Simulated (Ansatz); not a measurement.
Smallest direct gap on the k points sampled of Tl2O (C2/m, No. 12; start mp-551470) at several levels of theory

No measured value is used here.

| level (code) | value (eV) |
|---|---|
| LDA (Ansatz) | 0.41 |
| PBEsol (Ansatz) | 0.39 |
| PBEsol+SOC (Ansatz) | ? |
| HSE06 (Ansatz) | ? |
| HSE06+SOC (Ansatz) | 1.05 |
| PBE0 (Ansatz) | 1.73 |

**Question.** Complete the blanks.

**Answer.** 
- PBEsol+SOC (Ansatz, a quantum-chemistry and plane-wave program), value (eV): 0.33
- HSE06 (Ansatz), value (eV): 1.13

Computed values are for a static lattice. Levels without +SOC have no spin–orbit coupling; where heavier elements are present it shifts gaps, mostly down, and can invert bands.  Values are at the PBE-D3(BJ) cell. Cutoffs and k meshes differ between the levels. Ansatz's density-functional and Hartree–Fock values are scalar-relativistic unless marked +SOC, with PAW data made under PBE.

A start named mp-… is a Materials Project structure, which can be a computed phase never made.
